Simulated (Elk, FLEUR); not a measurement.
An Elk input for a self-consistent single point of CaO (Fm-3m, 2 atoms in the cell) (DFT, PBE, all-electron FP-LAPW, Elk's shipped species files, default APW+lo basis):

```
tasks
  0

xctype
  20

swidth
  0.00183747

maxscl
  100

avec
    0.0000000000    4.4538955031    4.4538955031
    4.4538955031    0.0000000000    4.4538955031
    4.4538955031    4.4538955031    0.0000000000

atoms
  2
  'Ca.in'
  1
  0.0000000000  0.0000000000  0.0000000000    0.0 0.0 0.0
  'O.in'
  1
  0.5000000000  0.5000000000  0.5000000000    0.0 0.0 0.0

ngridk
  12 12 12
```

### Question
Give the FLEUR input for the same structure, mesh, smearing and functional.

### Answer
One input that does it (others would too):

Input of the input generator:

```
CaO
&input film=f /
-0.0000000000 2.3569000000 2.3569000000
2.3569000000 -0.0000000000 2.3569000000
2.3569000000 2.3569000000 -0.0000000000
1.8897261246
1.0 1.0 1.0

2
20 0.0000000000 0.0000000000 0.0000000000
8 0.5000000000 0.5000000000 0.5000000000

&comp jspins=1 /
&kpt div1=12 div2=12 div3=12 gamma=t /
&end /
```

```xml
<?xml version="1.0" encoding="UTF-8" standalone="no"?>
<fleurInput fleurInputVersion="0.39">
   <comment>
      CaO                                                                                                 
   </comment>
   <calculationSetup>
      <cutoffs Kmax="4.0" Gmax="16.0" GmaxXC="16.0" numbands="0"/>
      <scfLoop itmax="100" minDistance="0.00001" maxIterBroyd="99" imix="Anderson" alpha="0.05" precondParam="0.0" spinf="2.0"/>
      <coreElectrons ctail="T" frcor="F" kcrel="0" coretail_lmax="0"/>
      <xcFunctional name="pbe" relativisticCorrections="F"/>
      <magnetism jspins="1"/>
      <soc l_soc="F" theta="0.0" phi="0.0" spav="F"/>
      <expertModes spex="0" secvar="F"/>
      <geometryOptimization l_f="T" forcealpha="1.0" forcemix="BFGS" epsdisp="0.00001" epsforce="0.00001"/>
      <ldaU l_linMix="F" mixParam="0.05" spinf="1.0"/>
   </calculationSetup>
   <cell>
      <bzIntegration valenceElectrons="16.0" mode="hist" fermiSmearingEnergy="0.00183747">
         <kPointListSelection listName="default-1"/>
         <!-- k-points included here -->
         <xi:include xmlns:xi="http://www.w3.org/2001/XInclude" href="kpts.xml"> </xi:include>
      </bzIntegration>
      <!-- symmetry operations included here -->
      <xi:include xmlns:xi="http://www.w3.org/2001/XInclude" href="sym.xml"> </xi:include>
      <bulkLattice scale="1.0">
         <bravaisMatrix>
            <row-1>    0.0000000000000000     4.4538955030697398     4.4538955030697398</row-1>
            <row-2>    4.4538955030697398     0.0000000000000000     4.4538955030697398</row-2>
            <row-3>    4.4538955030697398     4.4538955030697398     0.0000000000000000</row-3>
         </bravaisMatrix>
      </bulkLattice>
   </cell>
   <atomSpecies>
      <species name="Calcium (Ca)" element="Ca" atomicNumber="20">
         <mtSphere radius="2.68" gridPoints="925" logIncrement="0.013"/>
         <atomicCutoffs lmax="10" lnonsphr="8"/>
         <electronConfig flipSpins="F">
            <coreConfig>(1s1/2) (2s1/2) (2p1/2) (2p3/2)</coreConfig>
            <valenceConfig>(3s1/2) (3p1/2) (3p3/2) (4s1/2)</valenceConfig>
         </electronConfig>
         <energyParameters s="4" p="4" d="3" f="4"/>
         <lo type="SCLO" l="0" n="3" eDeriv="0"/>
         <lo type="SCLO" l="1" n="3" eDeriv="0"/>
      </species>
      <species name="Oxygen (O)" element="O" atomicNumber="8">
         <mtSphere radius="1.53" gridPoints="529" logIncrement="0.02"/>
         <atomicCutoffs lmax="6" lnonsphr="4"/>
         <electronConfig flipSpins="F">
            <coreConfig>(1s1/2)</coreConfig>
            <valenceConfig>(2s1/2) (2p1/2) (2p3/2)</valenceConfig>
            <stateOccupation state="(2p1/2)" spinUp="0.6666666666667" spinDown="0.6666666666667"/>
            <stateOccupation state="(2p3/2)" spinUp="1.3333333333333" spinDown="1.3333333333333"/>
         </electronConfig>
         <energyParameters s="2" p="2" d="3" f="4"/>
      </species>
   </atomSpecies>
   <atomGroups>
      <atomGroup species="Calcium (Ca)">
         <relPos label="                   1">.0000000000 .0000000000 .0000000000</relPos>
         <force calculate="T" relaxXYZ="TTT"/>
      </atomGroup>
      <atomGroup species="Oxygen (O)">
         <relPos label="                   2">1.000/2.000 1.000/2.000 1.000/2.000</relPos>
         <force calculate="T" relaxXYZ="TTT"/>
      </atomGroup>
   </atomGroups>
   <output dos="F" band="F" slice="F">
      <checks vchk="F" cdinf="F"/>
      <bandDOS minEnergy="-.5*Htr" maxEnergy="0.5*Htr" sigma="0.015" storeEVData="T"/>
      <vacuumDOS vacdos="F" integ="F" star="F" nstars="0" locx1="0.0" locy1="0.0" locx2="0.0" locy2="0.0" nstm="0" tworkf="0.0"/>
      <unfoldingBand unfoldBand="F" supercellX="1" supercellY="1" supercellZ="1"/>
      <plotting iplot="0" polar="F">
         <plot TwoD="T" vec1="  1.0  0.0  0.0" vec2="  0.0  1.0  0.0" vec3="  0.0  0.0  1.0" zero="  0.0  0.0  0.0" file="plot"/>
      </plotting>
      <chargeDensitySlicing numkpt="0" minEigenval="0.0" maxEigenval="0.0" nnne="0" pallst="F"/>
      <specialOutput eonly="F"/>
      <magneticCircularDichroism mcd="F" energyLo="-10.0" energyUp="0.0"/>
   </output>
  <!-- We include the file relax.xml here to enable relaxations (see documentation) -->
  <xi:include xmlns:xi="http://www.w3.org/2001/XInclude" href="relax.xml"> <xi:fallback/> </xi:include>
</fleurInput>
```

Basis, cutoffs, solver keys and any potentials are the target program's own. This input uses DFT, PBE, all-electron FLAPW (FLEUR), scalar-relativistic valence. Both were run: gap on the mesh 4.075 eV in Elk and 3.675 in FLEUR.

On FLEUR: the starting cell has typed, rounded lattice constants, without a prior relaxation at this level. For this run, on top of that: lattice scaled by 0.98. Values depend on the basis (sphere radii, cutoffs, local orbitals), which need not be converged.

On Elk: the starting cell has typed, rounded lattice constants, without a prior relaxation at this level. For this run, on top of that: lattice scaled by 0.98. Values depend on the basis (sphere radii, cutoffs, local orbitals), which need not be converged.
